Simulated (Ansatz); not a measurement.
**CH3 on the 1x1 (0001) surface of hcp Ru, one in a 2x2 cell, started at the site 'hollow Ru-Ru-Ru'**

All values below come from PBE (plane waves to 420 eV, PAW; Ansatz, an electronic-structure program).

Slab: 20 atoms, 6.3 Å thick at the start under the adsorbate (thin: gaps and levels are the slab's own); k 6x6x1, smearing 0.1 eV, dipole-corrected; 8 atoms held, the rest relaxed; held to the start's symmetry, so lower structures may exist; no spin, no spin-orbit, no U, no dispersion correction. At the end it is bonded to 3 Ru. In PBE it is, or lies within 0.03 eV of, the lowest of the starts that converged.

```json
{
 "adsorption energy against CH4(g) − ½ H2(g)": "0.35 eV",
 "work_function_of_the_top_face": "3.73 eV",
 "change_of_the_work_function": "-1.27 eV",
 "change_of_the_step_from_the_bottom_to_the_top_vacuum_level_against_the_clean_slab": "-1.24 eV",
 "energy_released_by_relaxation": "0.46 eV",
 "height of the binding atom over the mean of the host atoms within 0.3 Å of the top one": "1.718 Å",
 "nearest_host_atoms_of_the_binding_atom": "Ru at 2.30 Å, Ru at 2.30 Å, Ru at 2.30 Å",
 "largest_move_of_a_host_atom": "0.04 Å",
 "cost": "around 7 core-minutes (rough)"
}
```

A negative adsorption energy means that the adsorbate is more stable on the surface than in its reference.
